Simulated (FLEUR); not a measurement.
Band structure of V (Im-3m, 1 atom in the cell).

```
CELL_PARAMETERS angstrom
     -1.50879     1.50879     1.50879
      1.50879    -1.50879     1.50879
      1.50879     1.50879    -1.50879
ATOMIC_POSITIONS crystal
  V  0.00000 0.00000 0.00000
```

Level of theory: PBE, all-electron FLAPW (FLEUR), scalar-relativistic valence in FLEUR.

Settings: Kmax = 4 1/bohr; GmaxXC = 20 1/bohr; xcFunctional = pbe; jspins = 1; l_soc = F; mode = hist; fermiSmearingEnergy = 0.00367493 Htr; mesh (inpgen div1-3) = 15 15 15; inpgen gamma flag = false; Gmax = 20 1/bohr; numbands = 0; maxIterBroyd = 99; imix = Anderson; alpha = 0.05.

The starting cell has typed, rounded lattice constants, without a prior relaxation at this level. Its lattice was rescaled by a random factor within 2.5 % of one. Spin polarisation is off. Values depend on the basis (sphere radii, cutoffs, local orbitals), which need not be converged.

Levels in eV from the Fermi level, bands 3 to 10:
```json
[
 {"point": "Γ", "3": "-37.07", "4": "-37.07", "5": "-6.58", "6": "0.39", "7": "0.39", "8": "0.39", "9": "2.35", "10": "2.35"},
 {"point": "H", "3": "-37.65", "4": "-37.65", "5": "-2.93", "6": "-2.93", "7": "3.62", "8": "3.62", "9": "3.62", "10": "9.99"},
 {"point": "N", "3": "-37.34", "4": "-37.08", "5": "-3.14", "6": "-1.11", "7": "1.54", "8": "2.35", "9": "2.70", "10": "4.00"},
 {"point": "P", "3": "-37.49", "4": "-37.49", "5": "-1.12", "6": "-1.12", "7": "-1.12", "8": "2.76", "9": "2.76", "10": "10.17"}
]
```
